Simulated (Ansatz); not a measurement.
Consider the following.

End structure of a constructed model of the (100) surface of fcc Pt, a pseudomorphic layer of Os in the host's stacking (bottom of the slab: a bare face, its two planes held):

```xyz
7
Lattice="2.8072 0.0000 0.0000 0.0000 2.8072 0.0000 0.0000 0.0000 28.5000" Properties=species:S:1:pos:R:3 pbc="T T T"
Pt     1.4036     1.4036     8.2167
Pt     0.0000     0.0000    10.2017
Pt     1.4036     1.4036    12.1726
Pt     0.0000     0.0000    14.1588
Pt     1.4036     1.4036    16.1724
Pt     0.0000     0.0000    18.2261
Os     1.4036     1.4036    20.0052
```

Slab: 7 atoms, 12.1 Å thick at the start; k 13x13x1, smearing 0.1 eV, dipole-corrected; single point; on the structure that PBE left under its start's symmetry; no spin, no spin-orbit, no U. It is one candidate, not shown to be the stable structure of the face.

### Question
Predict the work function of the top face from Ansatz (a quantum-chemistry and plane-wave program) with r2SCAN, at the PBE geometry.

### Answer
5.69 eV
